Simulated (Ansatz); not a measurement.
System: Ir (model structure, started from the diamond type, Fd-3m, No. 227, 2 atoms in the cell). Method: r²SCAN (Ansatz, a program for electronic structure, plane waves, PAW).

Run with plane-wave cutoff 560 eV, 18×18×18 k mesh, Fermi–Dirac smearing 0.05 eV, no spin polarisation, scalar-relativistic PAW data made under PBE.

Cell (relaxed at this level):

```cif
data_Ir2
_chemical_formula_sum 'Ir2'
_space_group_name_H-M_alt 'P 1'
_space_group_IT_number 1
_cell_length_a 3.90671
_cell_length_b 3.90671
_cell_length_c 3.90671
_cell_angle_alpha 60.000
_cell_angle_beta 60.000
_cell_angle_gamma 60.000
loop_
_space_group_symop_operation_xyz
  'x, y, z'
loop_
_atom_site_label
_atom_site_type_symbol
_atom_site_fract_x
_atom_site_fract_y
_atom_site_fract_z
_atom_site_occupancy
Ir1 Ir 0.25000 0.25000 0.25000 1
Ir2 Ir 0.00000 0.00000 0.00000 1
```

### Question
Give the computed bulk modulus.

### Answer

- bulk modulus = 203 GPa

Note: the run has no spin polarisation, so it can have missed a magnetic state; the bulk modulus is −V dP/dV from two relaxed cells at ±2 % in volume; the relaxation could raise the start's symmetry but not lower it, so the cell can be a saddle point.

Spin–orbit coupling is not included.

Computed values are for the static lattice.

Cost on a shared machine: about 80 core-seconds (a rough figure).

A model structure was made by putting elements into a prototype or built by hand; it is no filed structure, need not be a known phase, and can be a saddle point held by its symmetry.
